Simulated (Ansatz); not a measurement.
An Ansatz (a first-principles code) input (Ansatz, PBEsol, PAW, cutoff 420 eV, no spin-orbit coupling):

Ansatz 0.2 input:
```yaml
crystal:
  lattice:
    - [-1.9287425437, 1.9287425437, 1.8861960207]
    - [1.9287425437, -1.9287425437, 1.8861960207]
    - [1.9287425437, 1.9287425437, -1.8861960207]
  atoms:
    - { symbol: Mg, position: [0, 0, 0] }
    - { symbol: O, position: [0.75, 0.25, 0.5] }
    - { symbol: O, position: [0.25, 0.75, 0.5] }
basis: { ecutwfc: 420, ecutrho_ratio: 4, xc_grid: 2, fft_grid_basis: typed }
kpoints: { mp_grid: { grid: [17, 17, 17] } }
hamiltonian:
  xc: pbesol
  dispersion: none
  pseudopotentials: { kind: paw }
scf: { occupations: { method: fermi_dirac, width: 0.05 }, convergence: { dr2_threshold: 0.0000000003 } }
output: { forces: true, stress: true }
checkpoint: { write: state.ck, write_every: 1000 }
```

Which symmetry and how many k-points will the program report, and about how many plane waves at Γ?

Space group I4/mmm (ITA 139) with 16 operations, k-points 405 of 4913, and 547 plane waves at Γ.

Stability against distortions was not tested. All final runs are without spin polarisation. The cell was made from HfO2 by this change: Hf → Mg; the result is a hypothetical phase, not in the database extracts checked.
